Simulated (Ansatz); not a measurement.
Checking a run of Ansatz (a program for electronic structure) on Cr (Im-3m, 2 atoms in the cell). The aim is a self-consistent single point with DFT, PBE, plane waves, PAW files.

Cell that was meant: a = 2.9149 Å, b = 2.9149 Å, c = 2.9149 Å, α = 90.00°, β = 90.00°, γ = 90.00°.

Part of the input:

Ansatz 0.2 input:
```yaml
  atoms:
    - { symbol: Cr, position_ang: [0.000000, 0.000000, 0.000000], spin: 3.0 }
    - { symbol: Cr, position_ang: [1.457433, 1.457433, 1.457433], spin: 3.0 }
basis:
  ecutrho_ratio: 2
kpoints:
  mp_grid:
    grid: [11, 11, 11]
```

The program printed (abridged):

```
WARN basis.ecutwfc = 420 eV, the default
WARN basis.ecutrho_ratio = 2 (ecutrho = 840 eV) is below the records' recommended cutoff
   [... lines left out ...]
Symmetry: 96 space group operations
Space group: Im-3m (ITA 229), of the structure as read, at distance tolerance 2.9e-5 Å
Magnetic group: BNS 229.140 (UNI 1642), of the structure as read, at distance tolerance 2.9e-5 Å
k-points: 56 of 1331
Initial density: superposition of atomic densities (chi_scale 0.1, normalization cell)
Starting moments: Σ|m| = 6 μB on 2 of 2 sites
Initial wavefunctions: pseudopotential atomic-orbital guess
Eigensolver: davidson
Functional: x = pbe(κ = 0.804, μ = 0.2195149727645171), c = pbe(β = 0.06672455060314922)
SCF iter   1: F=—  HF=-6761.065088 eV  |F-HF|=—  |Δ(HF+E_count)|=         —  Δρ=3.26e-1 (↑3.26e-1 ↓1.40e-1)  dr2=1.10e1  dr2_m=1.13e1  M=0.319 μB ∫|m|=0.321 μB  β_m=0.30  ethr=3.10e-3  ⟨swp⟩=4.1  Hψ=8212  notcnv=0
Mixer restart at iter 1: flushing history
all-band conjugate gradients solve this SCF's bands
preconditioner: auto → none
   [... lines left out ...]
SCF iter  10: F=—  HF=-6755.396883 eV  |F-HF|=—  |Δ(HF+E_count)|=   1.99e-9  Δρ=3.50e-7 (↑2.93e-7 ↓3.50e-7)  dr2=7.61e-11  dr2_m=2.49e-12  M=0.000 μB ∫|m|=0.000 μB  β_m=0.98  ethr=2.74e-11  ⟨swp⟩=2.1  Hψ=3115  notcnv=0  defer=162
SCF iter  11: F=-6755.396883 eV  HF=-6755.396883 eV  |F-HF|=9.09e-13  |Δ(HF+E_count)|=  2.36e-11  Δρ=4.14e-8 (↑3.85e-8 ↓4.14e-8)  dr2=1.26e-12  dr2_m=8.58e-15  M=0.000 μB ∫|m|=0.000 μB  ethr=1.00e-12  ⟨swp⟩=4.8  Hψ=7857  notcnv=0
SCF 1 converged in 11 iterations: F = -6755.396883 eV  dr2 = 1.26e-12
Crystal: 2 atoms, lattice volume = 24.766 Å³
Symmetry: 48 space group operations
Initial density: read from a saved state, or passed on in memory by an earlier SCF of this step, an earlier step, the calling program or the single point that …
Starting moments: Σ|m| = 6 μB on 2 of 2 sites; this step starts from the density that it was given
Initial wavefunctions: those read from a saved state, or passed on in memory by an earlier step or the calling program
iter 1 solved again at ethr=1.00e-12 eV; its pass at ethr=3.57e-6 eV (dr2=1.21e-12 eV) is discarded
   [... lines left out ...]
preconditioner: auto → none
Crystal: 2 atoms, lattice volume = 24.766 Å³
preconditioner: auto → none
WARN: the starting moments were not kept: 1 of 2 ended reversed and 1 kept their direction, counting a site from 0.1 of the cell's largest site moment …
Absolute magnetization: 2.8449 μB (∫|ρ↑−ρ↓|, with the PAW one-centre terms)
Free energy (F): -6755.476249 eV
Fermi energy:    17.905380 eV
   [... lines left out ...]
  P = ⅓ Tr σ = -8.0287 GPa (-80.287 kbar)
  The stress holds the Pulay correction, which leaves out the density cutoff's part. Without it, at fixed plane waves, as pw.x and ABINIT print it …
settings of this run that can trade accuracy for cost: basis.ecutrho_ratio < 4. Do not mix this run's numbers with those of runs without the same settings …
```

Problem. Is this run sound? If not, what is wrong?

Solution. The results are close to the sound ones and would serve for rough work. The doubtful point is a density cutoff or grid that is too coarse. The charge density holds wave vectors up to twice those of the orbitals (four times the energy cutoff), and augmentation charges need more still. The run converged, with 19 iterations in all over 3 SCF loops without an error; against the sound input the free energy is nearly the same (within 1 meV/atom) and the pressure goes from -8.13 to -8.03 GPa. The full log also holds (shortened here): “WARN basis.ecutrho_ratio = 2 (ecutrho = 840 eV) is below the records' recommended cutoff”. At a fixed set of plane waves, without the program's Pulay estimate, the pressure is -8.12 GPa against -8.22 GPa.

An input that runs soundly differs in these lines (not the only fix; some lines may just follow from the change or write a value another way):
```diff
-basis:
-  ecutrho_ratio: 2
```

With that input, the run converged, with 19 iterations in all over 3 SCF loops: free energy E − TS (on the zero of these files) -6755.4753 eV; Fermi level (on the code's own zero) 17.91 eV; pressure -8.13 GPa; size of the cell's spin moment 0.00 μB (DFT, PBE, plane waves, PAW files).

On the sound input: the starting cell comes from a database of computed structures (which also holds hypothetical and non-ambient phases and stackings), without a prior relaxation at this level. Its lattice was rescaled by a random factor within 2.5 % of one. The program's own search went on from the first solution to a lower state. The program warned that a starting moment was not kept. With a pressure of about -8 GPa the cell is away from its equilibrium volume at this level. Ansatz's pressure includes its estimate of the finite-basis (Pulay) stress.
